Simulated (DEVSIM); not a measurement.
System: Co/Al2O3/p-Si capacitor, at 300 K.

| layer (left to right) | material | thickness (nm) | Na (cm⁻³) |
|---|---|---|---|
| 1 | Al2O3 | 2.90 | - |
| 2 | Si | 17000 | 1.1e15 |

Metal gate on the left, work function 5 eV. Fixed charge at the semiconductor interface -5.8e11 cm⁻² (in units of +e); no interface traps.

Constants are typed, rounded textbook-type inputs, not results; the design itself was drawn at random and stands for no fabricated device. Values at 300 K.

```tsv
parameter	Al2O3	Si
gap (eV)	6.8	1.124
affinity (eV)	1.35	4.05
permittivity	9	11.7
Nc (cm⁻³)	-	2.86e19
Nv (cm⁻³)	-	3.1e19
```

Simulated with DEVSIM: 1D Poisson equation in equilibrium, Boltzmann statistics, complete ionisation; no quantum confinement or tunnelling. Metal contacts follow the ideal Schottky-Mott rule: no Fermi-level pinning, no interface dipoles.

The gate work function was swept, all else fixed.

| gate work function (eV) | flat-band voltage (V) | threshold voltage (band bending 2φF) (V) |
|---|---|---|
| 4.7 | -0.18 | 0.43 |
| 4.85 | -0.03 | 0.58 |
| 5 | 0.12 | 0.73 |
| 5.15 | 0.27 | 0.88 |
| 5.3 | 0.42 | 1.03 |

From the first row to the last the flat-band voltage goes from -0.18 to 0.42. From the first row to the last the threshold voltage (band bending 2φF) goes from 0.43 to 1.03.
